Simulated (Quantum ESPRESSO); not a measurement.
Input and output of a self-consistent single point for Sb (R-3m, 2 atoms in the cell) (Quantum ESPRESSO).

Method of the run: PBE, PSlibrary PAW (PBE) pseudopotentials (plane waves; Quantum ESPRESSO).

The change in words: lattice scaled by 0.97; ecutwfc: 30 Ry → 18 Ry; ecutrho: 180 Ry → 108 Ry. Reference geometry:
```yaml
crystal:
  lattice:
    - [2.14376, 1.23770, 3.77128]
    - [-2.14376, 1.23770, 3.77128]
    - [0.00000, -2.47540, 3.77128]
  atoms:
    - { symbol: Sb, position: [0.26826, 0.26826, 0.26826] }
    - { symbol: Sb, position: [0.73174, 0.73174, 0.73174] }
```

Reference input (self-consistent single point, DFT, PBE, plane waves, PSlibrary PAW (PBE) pseudopotentials): ecutwfc = 30 Ry; ecutrho = 180 Ry; occupations = smearing; smearing = mp; degauss = 0.019992 Ry; potentials = {Sb: Sb.pbe-n-kjpaw_psl.1.0.0.UPF}; K_POINTS = automatic 9 9 9 0 0 0; conv_thr = 1e-11 Ry; mixing_beta = 0.4. This run's input differs from it in these lines:

```diff
@@ -12,4 +12,4 @@
  ntyp = 1
- ecutwfc = 30
- ecutrho = 180
+ ecutwfc = 18
+ ecutrho = 108
  occupations = 'smearing'
@@ -30,5 +30,5 @@
 CELL_PARAMETERS {angstrom}
-   2.1437559102     1.2376980518     3.7712830000
-  -2.1437559102     1.2376980518     3.7712830000
-   0.0000000000    -2.4753961037     3.7712830000
+   2.0794430209     1.2005669879     3.6581450000
+  -2.0794430209     1.2005669879     3.6581450000
+   0.0000000000    -2.4011339758     3.6581450000
```

The program printed (abridged):

```
     Self-consistent Calculation

     iteration #  1     ecut=    18.00 Ry     beta= 0.40

     Threshold (ethr) on eigenvalues was too large:
     Diagonalizing with lowered threshold

     total energy              =    -695.30936736 Ry
     estimated scf accuracy    <       0.00887547 Ry

     iteration #  2     ecut=    18.00 Ry     beta= 0.40

     total energy              =    -695.30935154 Ry
     estimated scf accuracy    <       0.00307576 Ry

     iteration #  3     ecut=    18.00 Ry     beta= 0.40

     total energy              =    -695.30942841 Ry
     estimated scf accuracy    <       0.00001466 Ry

   [... 5 blocks of this kind left out ...]

     iteration #  9     ecut=    18.00 Ry     beta= 0.40

     total energy              =    -695.30944323 Ry
     estimated scf accuracy    <          5.9E-11 Ry

     iteration # 10     ecut=    18.00 Ry     beta= 0.40
     End of self-consistent calculation

     the Fermi energy is     8.1868 ev

!    total energy              =    -695.30944323 Ry
     estimated scf accuracy    <          1.2E-12 Ry
     smearing contrib. (-TS)   =       0.00028183 Ry
     internal energy E=F+TS    =    -695.30972506 Ry

     convergence has been achieved in  10 iterations

     Forces acting on atoms (cartesian axes, Ry/au):

     atom    1 type  1   force =     0.00000000    0.00000000   -0.04249760
     atom    2 type  1   force =     0.00000000    0.00000000    0.04249760

     Total force =     0.060101     Total SCF correction =     0.000001

          total   stress  (Ry/bohr**3)                   (kbar)     P=      109.30
   0.00079491   0.00000000  -0.00000000          116.94        0.00       -0.00
   0.00000000   0.00079491  -0.00000000            0.00      116.94       -0.00
   0.00000000  -0.00000000   0.00063919            0.00       -0.00       94.03

   JOB DONE.
```

The run converged in 10 iterations. Against the reference run the free energy rises by 118 meV/atom, the pressure goes from 3.64 to 10.93 GPa and the largest force goes from 0.444 to 1.093 eV/Å.

The starting cell comes from a database of computed structures (which also holds hypothetical and non-ambient phases and stackings), without a prior relaxation at this level. Its lattice was rescaled by a random factor within 2.5 % of one. For this run, on top of that: lattice scaled by 0.97. Forces in this geometry exceed 1 eV/Å.

Cost on one core of a shared machine: roughly 30 s.
